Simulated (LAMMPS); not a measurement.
Consider a melt made from Ni (fcc), 4000 atoms, at 1900 K and 0 GPa, brought to that temperature within a few picoseconds in molecular dynamics.

Computed with classical MD, pair style eam, the elements' _u3.eam files (universal-3 set of Foiles, Baskes and Daw), run in LAMMPS.

```csv
angle (°),"probability per degree, Ni-Ni-Ni"
34.50,0.0000
37.50,0.0003
40.50,0.0019
43.50,0.0051
46.50,0.0089
49.50,0.0120
52.50,0.0140
55.50,0.0146
58.50,0.0140
61.50,0.0122
64.50,0.0104
67.50,0.0087
70.50,0.0075
73.50,0.0069
76.50,0.0064
79.50,0.0063
82.50,0.0066
85.50,0.0068
88.50,0.0075
91.50,0.0081
94.50,0.0088
97.50,0.0096
100.5,0.0100
103.5,0.0103
106.5,0.0104
109.5,0.0103
112.5,0.0100
115.5,0.0095
118.5,0.0088
121.5,0.0084
124.5,0.0077
127.5,0.0073
130.5,0.0065
133.5,0.0063
136.5,0.0058
139.5,0.0056
142.5,0.0053
145.5,0.0049
148.5,0.0048
151.5,0.0044
154.5,0.0040
157.5,0.0038
160.5,0.0033
163.5,0.0028
166.5,0.0023
169.5,0.0019
172.5,0.0013
175.5,0.0008
178.5,0.0003
```

Main features:
- state found: liquid
- most common Ni-Ni-Ni angle: in the 3° bin centred on 55.5° (mean of all 96°)
